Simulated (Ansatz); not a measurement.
Consider Sn (space group I4_1/amd, No. 141; a = 5.833 Å, c = 3.158 Å).

The values are results of Ansatz (a quantum-chemistry and plane-wave program) PBEsol, scalar-relativistic without spin-orbit coupling, not measurements.

Before the change:

```
Property              Result
-------------------  -------
c/a ratio              0.541
Lattice parameter a  5.833 Å
```

It is then changed as follows: full substitution Sn → V; the structure is relaxed again.

Tabulated Pauling electronegativity and covalent radius: Sn 1.96, 1.39 Å; V 1.63, 1.53 Å.

Q: Estimate the effect on the c/a ratio and lattice parameter a.

A: The c/a ratio goes up by 0.0181, from 0.541 to 0.560; the lattice parameter a falls by 1.257 Å (5.833 Å → 4.576 Å).

Whether these cells are dynamically stable was not tested. As relaxed here, V is a hypothetical phase, not in the database extracts checked. Starting moments died away, wholly or in part, for Sn → V; another magnetic solution may exist. All final runs are without spin polarisation.
